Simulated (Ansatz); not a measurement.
Where the default PAW files enter, the runs use the earlier of Ansatz's two default sets.

Given:

```
CELL_PARAMETERS angstrom
      7.32633     0.00000     0.00000
      2.37722     6.92993     0.00000
      1.64970    -4.05405     2.23959
ATOMIC_POSITIONS crystal
  Si 0.00000 0.33333 0.80213
  Si 0.46880 0.53120 0.06240
  Si 0.53120 0.13547 0.13547
  O  0.85546 0.69236 0.42380
  O  0.73144 0.48305 0.89615
  O  0.41310 0.46805 0.32351
  O  0.26856 0.18362 0.32816
  O  0.58690 0.19861 0.46717
  O  0.14454 0.97431 0.56121
```

Space group of this cell: P3_221. The cell is taken as given.

Transport runs along the normal of the first two printed cell vectors, the (111) plane of the conventional cell.

The gap is the functional's own, uncorrected, and κ follows it; spin-orbit coupling is left out. Mid-gap values are interpolated between the computed energies.

Predict the band gap and the smallest decay constant κ at mid-gap from r2SCAN (Ansatz, an electronic-structure program).

Gap 6.61 eV on a 14×14×14 mesh; κ = 0.500 1/Å, at the zone centre.
